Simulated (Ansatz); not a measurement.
Subject: the energy of the reaction as written. Reaction: 76 Al (fcc) + 32 Zn (hcp) → cell A. A negative value means that the right-hand side lies lower.

Cell A: a cell of 108 sites of Al (fcc, Fm-3m) with composition Al76Zn32, with 0 sites empty, 32 held by another element and 0 atoms off the sites; spin state with PBE: run without spin, k-point mesh 3×3×3.
```yaml
crystal:
  lattice:
    - [12.12170, 0.00000, 0.00000]
    - [0.00000, 12.12170, 0.00000]
    - [0.00000, 0.00000, 12.12170]
  atoms:
    - { symbol: Al, position: [0.99930, 0.00045, 0.00004] }
    - { symbol: Al, position: [0.99976, 0.16748, 0.16654] }
    - { symbol: Al, position: [0.16713, 0.00106, 0.16654] }
    - { symbol: Zn, position: [0.16660, 0.16676, 0.00007] }
    - { symbol: Al, position: [0.99996, 0.00005, 0.33356] }
    - { symbol: Al, position: [0.99995, 0.16593, 0.50001] }
    - { symbol: Al, position: [0.16674, 0.00097, 0.50019] }
    - { symbol: Al, position: [0.16647, 0.16662, 0.33405] }
    - { symbol: Al, position: [0.99992, 0.00049, 0.66732] }
    - { symbol: Al, position: [0.99974, 0.16642, 0.83345] }
    - { symbol: Al, position: [0.16729, 0.99931, 0.83423] }
    - { symbol: Zn, position: [0.16635, 0.16616, 0.66732] }
    - { symbol: Al, position: [0.00018, 0.33322, 0.99948] }
    - { symbol: Al, position: [0.99957, 0.49951, 0.16701] }
    - { symbol: Al, position: [0.16680, 0.33257, 0.16641] }
    - { symbol: Al, position: [0.16720, 0.50060, 0.99975] }
    - { symbol: Zn, position: [0.00015, 0.33251, 0.33364] }
    - { symbol: Zn, position: [0.00115, 0.49927, 0.49829] }
    - { symbol: Zn, position: [0.16613, 0.33206, 0.49984] }
    - { symbol: Zn, position: [0.16680, 0.49968, 0.33268] }
    - { symbol: Al, position: [0.00142, 0.33288, 0.66623] }
    - { symbol: Al, position: [0.00092, 0.50033, 0.83367] }
    - { symbol: Al, position: [0.16681, 0.33303, 0.83394] }
    - { symbol: Al, position: [0.16671, 0.50107, 0.66503] }
    - { symbol: Al, position: [0.00091, 0.66714, 0.00008] }
    - { symbol: Al, position: [0.00077, 0.83337, 0.16759] }
    - { symbol: Al, position: [0.16669, 0.66678, 0.16588] }
    - { symbol: Zn, position: [0.16744, 0.83372, 0.00044] }
    - { symbol: Zn, position: [0.00062, 0.66670, 0.33339] }
    - { symbol: Al, position: [0.99929, 0.83360, 0.49921] }
    - { symbol: Zn, position: [0.16551, 0.66712, 0.49831] }
    - { symbol: Al, position: [0.16688, 0.83371, 0.33392] }
    - { symbol: Zn, position: [0.00022, 0.66619, 0.66617] }
    - { symbol: Al, position: [0.99993, 0.83302, 0.83349] }
    - { symbol: Al, position: [0.16730, 0.66790, 0.83447] }
    - { symbol: Al, position: [0.16617, 0.83271, 0.66615] }
    - { symbol: Al, position: [0.33385, 0.00095, 0.00045] }
    - { symbol: Zn, position: [0.33319, 0.16661, 0.16657] }
    - { symbol: Al, position: [0.49974, 0.00103, 0.16681] }
    - { symbol: Zn, position: [0.49994, 0.16641, 0.99935] }
    - { symbol: Al, position: [0.33354, 0.00039, 0.33370] }
    - { symbol: Zn, position: [0.33268, 0.16601, 0.49999] }
    - { symbol: Al, position: [0.50024, 0.00013, 0.50048] }
    - { symbol: Al, position: [0.50009, 0.16661, 0.33382] }
    - { symbol: Al, position: [0.33318, 0.99949, 0.66673] }
    - { symbol: Al, position: [0.33351, 0.16702, 0.83336] }
    - { symbol: Al, position: [0.49998, 0.99967, 0.83388] }
    - { symbol: Al, position: [0.49995, 0.16632, 0.66663] }
    - { symbol: Al, position: [0.33380, 0.33304, 0.99959] }
    - { symbol: Al, position: [0.33309, 0.50008, 0.16609] }
    - { symbol: Al, position: [0.49895, 0.33212, 0.16682] }
    - { symbol: Al, position: [0.49988, 0.50047, 0.99981] }
    - { symbol: Al, position: [0.33248, 0.33342, 0.33475] }
    - { symbol: Zn, position: [0.33255, 0.49989, 0.49973] }
    - { symbol: Al, position: [0.50009, 0.33197, 0.49973] }
    - { symbol: Al, position: [0.49878, 0.50005, 0.33375] }
    - { symbol: Al, position: [0.33256, 0.33301, 0.66595] }
    - { symbol: Al, position: [0.33315, 0.49979, 0.83395] }
    - { symbol: Zn, position: [0.49962, 0.33204, 0.83333] }
    - { symbol: Al, position: [0.49974, 0.50013, 0.66686] }
    - { symbol: Al, position: [0.33271, 0.66726, 0.00024] }
    - { symbol: Al, position: [0.33304, 0.83321, 0.16670] }
    - { symbol: Al, position: [0.50037, 0.66683, 0.16648] }
    - { symbol: Al, position: [0.50081, 0.83338, 0.00042] }
    - { symbol: Al, position: [0.33260, 0.66613, 0.33439] }
    - { symbol: Zn, position: [0.33370, 0.83400, 0.49969] }
    - { symbol: Zn, position: [0.50015, 0.66794, 0.50037] }
    - { symbol: Al, position: [0.49963, 0.83331, 0.33375] }
    - { symbol: Al, position: [0.33305, 0.66770, 0.66535] }
    - { symbol: Zn, position: [0.33356, 0.83355, 0.83465] }
    - { symbol: Al, position: [0.50048, 0.66793, 0.83411] }
    - { symbol: Zn, position: [0.50065, 0.83363, 0.66660] }
    - { symbol: Al, position: [0.66744, 0.00032, 0.00007] }
    - { symbol: Al, position: [0.66726, 0.16700, 0.16673] }
    - { symbol: Al, position: [0.83304, 0.99912, 0.16734] }
    - { symbol: Zn, position: [0.83380, 0.16648, 0.99979] }
    - { symbol: Al, position: [0.66654, 0.00005, 0.33394] }
    - { symbol: Al, position: [0.66698, 0.16619, 0.49976] }
    - { symbol: Al, position: [0.83306, 0.00024, 0.49959] }
    - { symbol: Al, position: [0.83317, 0.16655, 0.33406] }
    - { symbol: Al, position: [0.66703, 0.00031, 0.66651] }
    - { symbol: Al, position: [0.66686, 0.16555, 0.83354] }
    - { symbol: Zn, position: [0.83309, 0.00060, 0.83313] }
    - { symbol: Al, position: [0.83329, 0.16585, 0.66602] }
    - { symbol: Al, position: [0.66599, 0.33253, 0.99895] }
    - { symbol: Al, position: [0.66670, 0.49936, 0.16741] }
    - { symbol: Zn, position: [0.83370, 0.33232, 0.16646] }
    - { symbol: Al, position: [0.83229, 0.50022, 0.99970] }
    - { symbol: Zn, position: [0.66662, 0.33198, 0.33365] }
    - { symbol: Al, position: [0.66634, 0.50053, 0.49915] }
    - { symbol: Al, position: [0.83312, 0.33342, 0.49901] }
    - { symbol: Zn, position: [0.83391, 0.49951, 0.33311] }
    - { symbol: Al, position: [0.66638, 0.33242, 0.66667] }
    - { symbol: Zn, position: [0.66529, 0.49952, 0.83304] }
    - { symbol: Al, position: [0.83347, 0.33371, 0.83275] }
    - { symbol: Zn, position: [0.83390, 0.49942, 0.66691] }
    - { symbol: Zn, position: [0.66704, 0.66747, 0.00014] }
    - { symbol: Zn, position: [0.66550, 0.83436, 0.16718] }
    - { symbol: Al, position: [0.83256, 0.66761, 0.16737] }
    - { symbol: Zn, position: [0.83321, 0.83392, 0.99979] }
    - { symbol: Zn, position: [0.66620, 0.66789, 0.33303] }
    - { symbol: Al, position: [0.66741, 0.83306, 0.49969] }
    - { symbol: Al, position: [0.83418, 0.66580, 0.49895] }
    - { symbol: Zn, position: [0.83291, 0.83439, 0.33343] }
    - { symbol: Zn, position: [0.66706, 0.66637, 0.66638] }
    - { symbol: Al, position: [0.66752, 0.83422, 0.83344] }
    - { symbol: Al, position: [0.83294, 0.66630, 0.83348] }
    - { symbol: Al, position: [0.83407, 0.83349, 0.66655] }
```

Reference: Al (fcc, Fm-3m), 108 atoms in the cell, the relaxed perfect crystal repeated, atoms not moved again, k-point mesh 3×3×3 on the run's own vectors.

Reference: Zn (hcp, P6₃/mmc), 2 atoms in the cell, k-point mesh 30×30×12 on the run's own vectors. Conventional cell: a = b = 2.647 Å, c = 5.025 Å, α = β = 90.00°, γ = 120.00°.

Plane-wave PAW calculations with Ansatz (a program for electronic structure), its PAW set soft_1, cutoff 420 eV, 500 eV for r2SCAN. The structures are at rest with PBE, within the held lattices; other levels are single points on them. Neutral cells; Fermi-Dirac smearing of at most 0.10 eV in the solids, energies taken to zero width. The lattices are those relaxed with PBE, so at other levels the solids can be strained, which adds to the spread. Larger cells are relaxed from a start prepared with the learned potential CHGNet, on a coarser mesh till forces fall under 0.03 eV/Å, which some starts already meet. A dispersion term (D3(BJ), or D4 for r2SCAN) was computed beside these levels and is taken off wherever the name lacks it. Space groups of crystals are read within 0.01 Å. No zero-point or thermal terms. The structures are the rest points that the relaxations reached, not proven lowest. Values are for these cell sizes.

### Question
Estimate the value that PBE returns for this input.

### Answer
1.94 eV, for 76 Al (fcc) + 32 Zn (hcp) → cell A.

### Question
List the value at the remaining levels and say how far they part.

### Answer
| Functional | value (eV) | less PBE |
|---|---|---|
| r2SCAN | 3.50 | 1.56 |

The levels shown span 1.56 eV, from PBE (1.94) to r2SCAN (3.50).
